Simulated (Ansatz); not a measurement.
The parent structure is SnO2 in the rutile structure (space group P4_2/mnm, No. 136; a = 4.828 Å, c = 3.238 Å).

Calculations: DFT with PBE, PAW potentials and a 420 eV plane-wave cutoff in Ansatz (a first-principles code), scalar-relativistic without spin-orbit coupling.

Carriers are added at fixed cell with a uniform background; the Fermi–Dirac width is that of 300 K.

One change was made to it. Results:

The Fermi level relative to the doped band's edge (positive inside the band; to 0.05 eV) comes out as +2.65 eV; the gap character stays direct at Γ; the gap between the host's bands falls by 0.05 eV, from 0.68 eV to 0.63 eV.

Q: Which change produced these results?
(A) electrons 3.0×10^21 cm⁻³
(B) electrons 5.0×10^21 cm⁻³
(C) electrons 2.0×10^22 cm⁻³
(D) holes 5.0×10^21 cm⁻³
(E) holes 2.0×10^21 cm⁻³

A: B, electrons 5.0×10^21 cm⁻³. For comparison, the Fermi level from band edge in the other runs: electrons 2.0×10^22 cm⁻³ gives +4.00 eV; holes 5.0×10^21 cm⁻³ gives +0.40 eV; holes 2.0×10^21 cm⁻³ gives +0.30 eV; electrons 3.0×10^21 cm⁻³ gives +2.20 eV.

Carriers are added with a uniform compensating background; total energy and stress of such cells depend on the potential's zero and are not compared; many-body gap narrowing is missing at this level. Semilocal Kohn–Sham gaps tend to fall short of experiment. No phonon test of stability was made.
